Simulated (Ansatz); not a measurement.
ZrAl3 (I4/mmm, No. 139) was calculated with BLYP (PAW; Ansatz, a first-principles code).

Settings: plane-wave cutoff 520 eV, 20×20×20 k mesh, Fermi–Dirac smearing 0.05 eV, scalar-relativistic PAW data made under PBE.

Cell (relaxed at this level):

```
CELL_PARAMETERS angstrom
     -2.02954     2.02954     8.79177
      2.02954    -2.02954     8.79177
      2.02954     2.02954    -8.79177
ATOMIC_POSITIONS crystal
  Zr 0.11848 0.11848 0.00000
  Zr 0.88152 0.88152 0.00000
  Al 0.50000 0.00000 0.50000
  Al 0.00000 0.50000 0.50000
  Al 0.75000 0.25000 0.50000
  Al 0.25000 0.75000 0.50000
  Al 0.37546 0.37546 0.00000
  Al 0.62454 0.62454 0.00000
```

**Question.** Give the computed bulk modulus B0 and pressure derivative B′ of the bulk modulus.

**Answer.** 
* **bulk modulus B0**: 88.8 GPa
* **pressure derivative B′ of the bulk modulus**: 4.4

The run finds no gap.

Note: the bulk modulus comes from volumes at which shape and atoms were relaxed.

It cost roughly 2.5 core-hours of CPU time.
